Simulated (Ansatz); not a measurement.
Start from Al in the fcc (Cu type) structure (space group Fm-3m, No. 225; a = 4.0155 Å; relaxed with 0.1 eV smearing). Axes: x, y, z lie along the cube axes.

Calculations: PBEsol (Ansatz, a quantum-chemistry and plane-wave program; PAW; 420 eV plane waves; no spin-orbit coupling).

Before the change:

- Shortest interatomic distance = 5.366 bohr

Perturbation: tensor shear ε_xy = +0.57 % (engineering shear γ = 0.0114), atoms relaxed at fixed cell.

Question: How does this affect the stress, energy relative to the base and shortest interatomic distance?

Answer: The stress (xx, yy, zz, yz, xz, xy; compression positive) is (0.0, 0.0, 0.0, 0.0, 0.0, -0.4) GPa; the energy stays essentially unchanged; the shortest interatomic distance decreases by 0.031 bohr (5.366 bohr → 5.335 bohr).

The cells carry an imposed strain or load. No phonon test of stability was made.
